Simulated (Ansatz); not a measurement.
The starting structures come from a database of crystals and need not be the phases stable at ambient conditions.

Tunnelling through a barrier is set by its complex band structure: the current falls as exp(−2κd) with the smallest κ.

```xyz
16
Lattice="7.5178 0.0000 0.0000 0.0000 8.9912 0.0000 1.5028 4.4956 3.1709" Properties=species:S:1:pos:R:3 pbc="T T T"
Na     5.6384     6.0771     0.0000
Na     1.8795     2.9140     0.0000
Ta     3.7589     0.0000     0.0000
Ta     0.0000     0.0000     0.0000
Ge     1.8795     6.1145     0.0000
Ge     5.6384     2.8766     0.0000
O      1.8795     0.5703     0.0000
O      5.6384     8.4209     0.0000
O      5.7938     6.3677     2.6052
O      3.2268     7.1190     0.5657
O      6.9857     1.8721     0.5657
O      2.0349    11.6146     2.6052
O      3.9541     9.5058     1.9192
O      5.0665     3.9810     1.2517
O      1.3075     5.0102     1.2517
O      7.7130     8.4766     1.9192
```

Space group of this cell: C2/c. The cell is taken as given; by r2SCAN its mean pressure is -5.6 GPa.

Transport runs along the normal of the first two printed cell vectors.

The gap is the functional's own. No spin-orbit coupling. Mid-gap values are interpolated on the energy grid.

**Question.** Compute, with r2SCAN (Ansatz, a program for electronic structure), the band gap and the smallest decay constant κ at mid-gap.

**Answer.** Gap 3.87 eV on a 6×10×10 mesh; κ = 0.337 1/Å, at the zone centre.
